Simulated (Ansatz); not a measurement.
Relaxation of the outer planes of the (211) surface of rock-salt TaC in its 1x1 cell (cut with top plane C + Ta, bottom plane C + Ta), outermost plane spacing 0.91 Å in the ideal cut.

Method: PBE (plane waves to 420 eV, PAW; Ansatz, an electronic-structure program).

Model: 24-atom slab, C12Ta12, 10.0 Å thick at the start (thin: gaps and levels are the slab's own), 12x5x1 mesh, Fermi-Dirac 0.1 eV, dipole correction, all atoms relaxed; symmetry of the start imposed; no spin, no spin-orbit, no U.

| plane | atoms | bulk spacing to the next (Å) | relaxed spacing (Å) | change (%) | rumpling (Å) |
|---|---|---|---|---|---|
| 1 | Ta + C | 0.914 | 0.678 | -25.8 | 0.09 (C outermost) |
| 2 | Ta + C | 0.914 | 0.899 | -1.6 | 0.05 (C outermost) |
